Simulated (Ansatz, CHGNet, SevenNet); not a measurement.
**Elastic constant C11 of rock-salt VN (cubic form, which distorts at low temperature): levels of theory against measurement**

Reference value: 533 GPa (measured, temperature not stated, not corrected to a static lattice, single-crystal film on MgO(001), surface acoustic waves; as tabulated in Holec et al. (2012), arXiv:1111.2737).

```tsv
level (code)	value (GPa)	cell (Å³/atom)
CHGNet 0.3.0	285	8.78
SevenNet-l3i5	542	8.77
LDA (Ansatz)	___	8.26
PBE (Ansatz)	623	8.72
PBEsol (Ansatz)	700	8.45
```

### Question
What belongs in the gaps?

### Answer

- LDA (Ansatz, an electronic-structure program), value (GPa): 753

Differences against the reference: CHGNet 0.3.0 -47 %, SevenNet-l3i5 +1.7 %, LDA +41 %, PBE +16.9 %, PBEsol +31 %.

The reference's temperature isn't stated, so close values are not ranked against it. Off by more than 25 %, or 35 % on the side where a correction would as a rule narrow the miss (bounds picked here): CHGNet 0.3.0 (-47 %), LDA (+41 %).

The reference isn't brought to a static lattice, while the calculations are for one, so the differences are not the levels' errors alone. A static lattice is as a rule stiffer than a warm one, by over a tenth in soft solids. The crystal itself was run without spin with LDA, PBE, PBEsol; a magnetic state was not tried in these runs. LDA, PBE, PBEsol: symmetry holds this phase in the static calculation, where it need not be a minimum. Each level is taken at its own relaxed cell. Ansatz's density-functional and Hartree–Fock values are scalar-relativistic unless marked +SOC, with PAW data made under PBE.

Machine-learned potentials (CHGNet 0.3.0, SevenNet-l3i5) are trained on DFT data: a solid inside that data is no test of them.

Differences are worked out from the printed values.
